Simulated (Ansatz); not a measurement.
Consider PbZrO₃ in the cubic perovskite structure (space group Pm-3m, No. 221; a = 4.1413 Å; a cell from a computed database, its experimental status unchecked).

One thing is altered: hydrostatic tension (pressure −2 GPa).

Levels (all Ansatz, a program for electronic structure, PAW): PBEsol (420 eV, spin-orbit coupling left out); PBEsol+SOC (420 eV, noncollinear with spin-orbit coupling).

The geometry is relaxed with PBEsol.

- PBEsol lowest conduction level above the VBM at special points = X 2.30 eV; Γ 3.66 eV; M 4.27 eV; R 5.61 eV
- PBEsol electron mass = 0.19 mₑ along k, 0.33 mₑ across (at X)
- PBEsol smallest direct gap = 2.35 eV

**Question.** Predict the lowest conduction level above the VBM at special points, electron mass and smallest direct gap from PBEsol+SOC.

**Answer.** The lowest conduction level above the VBM at special points changes from X 2.30 eV; Γ 3.66 eV; M 4.27 eV; R 5.61 eV to X 1.98 eV; Γ 3.64 eV; M 3.12 eV; R 4.29 eV; the electron mass becomes 0.19 mₑ along k, 0.36 mₑ across (at X) (PBEsol: 0.19 mₑ along k, 0.33 mₑ across (at X)); the smallest direct gap falls by 0.34 eV (2.35 eV → 2.01 eV).

Single points use the geometry relaxed with PBEsol. Differences between runs with and without spin-orbit coupling are approximate. With Pb present, leaving out spin-orbit coupling can change the band edges. Load acts through the strain it causes; cell and atoms are relaxed under it. Effective masses come from finite differences of ±0.01 Å⁻¹. Along k means along the line from Γ to the band edge. No phonon test of stability was made. Many cubic perovskites are stable only at high temperature; tilts and polar distortions were not tested.
